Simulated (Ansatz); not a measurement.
This Ansatz (an electronic-structure program) input is the reference run, SiO2 (space group I4/mmm, No. 139; a cell from a computed database, its experimental status unchecked), computed with PBEsol (Ansatz; PAW; 420 eV plane waves; without spin-orbit coupling):

Ansatz 0.2 input:
```yaml
crystal:
  lattice:
    - [-4.4857749521, 4.4857749521, 2.6253680183]
    - [4.4857749521, -4.4857749521, 2.6253680183]
    - [4.4857749521, 4.4857749521, -2.6253680183]
  atoms:
    - { symbol: Si, position: [0.1769128158, 0.1769128158, 0.3538256316] }
    - { symbol: Si, position: [0.8230871842, 0.8230871842, 0.6461743684] }
    - { symbol: Si, position: [0.1769128158, 0.8230871842, 0] }
    - { symbol: Si, position: [0.8230871842, 0.1769128158, 0] }
    - { symbol: O, position: [0.5, 0.5, 0.5] }
    - { symbol: O, position: [0.5, 0, 0] }
    - { symbol: O, position: [0, 0, 0.5] }
    - { symbol: O, position: [0, 0.5, 0] }
    - { symbol: O, position: [0, 0.2094233698, 0.2094233698] }
    - { symbol: O, position: [0, 0.7905766302, 0.7905766302] }
    - { symbol: O, position: [0.2094233698, 0, 0.2094233698] }
    - { symbol: O, position: [0.7905766302, 0, 0.7905766302] }
basis: { ecutwfc: 420, ecutrho_ratio: 4, xc_grid: 2, fft_grid_basis: typed }
kpoints: { mp_grid: { grid: [6, 6, 6] } }
hamiltonian:
  xc: pbesol
  dispersion: none
  pseudopotentials: { kind: paw }
scf: { occupations: { method: fermi_dirac, width: 0.05 }, convergence: { dr2_threshold: 0.0000000012 } }
output: { forces: true, stress: true }
checkpoint: { write: state.ck, write_every: 1000 }
```

Task: Write the input for this change: a negative pressure, −1 GPa.

Result: 
Ansatz 0.2 input:
```yaml
crystal:
  lattice:
    - [-4.4857749521, 4.4857749521, 2.6253680183]
    - [4.4857749521, -4.4857749521, 2.6253680183]
    - [4.4857749521, 4.4857749521, -2.6253680183]
  atoms:
    - { symbol: Si, position: [0.1769128158, 0.1769128158, 0.3538256316] }
    - { symbol: Si, position: [0.8230871842, 0.8230871842, 0.6461743684] }
    - { symbol: Si, position: [0.1769128158, 0.8230871842, 0] }
    - { symbol: Si, position: [0.8230871842, 0.1769128158, 0] }
    - { symbol: O, position: [0.5, 0.5, 0.5] }
    - { symbol: O, position: [0.5, 0, 0] }
    - { symbol: O, position: [0, 0, 0.5] }
    - { symbol: O, position: [0, 0.5, 0] }
    - { symbol: O, position: [0, 0.2094233698, 0.2094233698] }
    - { symbol: O, position: [0, 0.7905766302, 0.7905766302] }
    - { symbol: O, position: [0.2094233698, 0, 0.2094233698] }
    - { symbol: O, position: [0.7905766302, 0, 0.7905766302] }
basis: { ecutwfc: 420, ecutrho_ratio: 4, xc_grid: 2, fft_grid_basis: typed }
kpoints: { mp_grid: { grid: [6, 6, 6] } }
hamiltonian:
  xc: pbesol
  dispersion: none
  pseudopotentials: { kind: paw }
scf: { occupations: { method: fermi_dirac, width: 0.05 } }
relax: { f_tol: 0.01, max_steps: 60, cell: { stress_tol: 0.02, p_target: -1.0 } }
output: { forces: true, stress: true }
checkpoint: { write: state.ck, write_every: 1000 }
```
This is the input that was run.

Load acts through the strain it causes; cell and atoms are relaxed under it. Stability against distortions was not tested.
